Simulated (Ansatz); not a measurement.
**Fermi-surface data of MoN$_{2}$ (P4/mbm)**

Data:

```yaml
crystal:
  lattice:
    - [4.33337, 0.00000, 0.00000]
    - [0.00000, 4.33337, 0.00000]
    - [0.00000, 0.00000, 2.75259]
  atoms:
    - { symbol: Mo, position: [0.50000, 0.50000, 0.00000] }
    - { symbol: Mo, position: [0.00000, 0.00000, 0.00000] }
    - { symbol: N, position: [0.88787, 0.38787, 0.50000] }
    - { symbol: N, position: [0.11213, 0.61213, 0.50000] }
    - { symbol: N, position: [0.61213, 0.88787, 0.50000] }
    - { symbol: N, position: [0.38787, 0.11213, 0.50000] }
```

Method: PBE, rigid bands (plane waves, PAW, scalar-relativistic; Ansatz, a quantum-chemistry and plane-wave program). Condition of this run: functional PBE, cell relaxed with it. How the cell was made: cell and atoms relaxed with PBE.

* **density of states at the Fermi level**: 1.86 states/(eV·cell), both spins
* **bare Sommerfeld coefficient**: 0.73 mJ/(mol of atoms·K²)
* **Drude plasma energy**: 6.1 eV
* **root-mean-square Fermi velocity**: 6.3e5 m/s
* **resistivity times τ**: 13.3 ×10⁻²² Ω·m·s

A metal at this level (no band gap); rigid bands, thermally averaged at 300 K, both spins. Spin-orbit coupling is left out. τ is one relaxation time for all states.

Computed structure with no diffraction record at hand here (it may be known, metastable or hypothetical): MoN2 (P4/mbm).
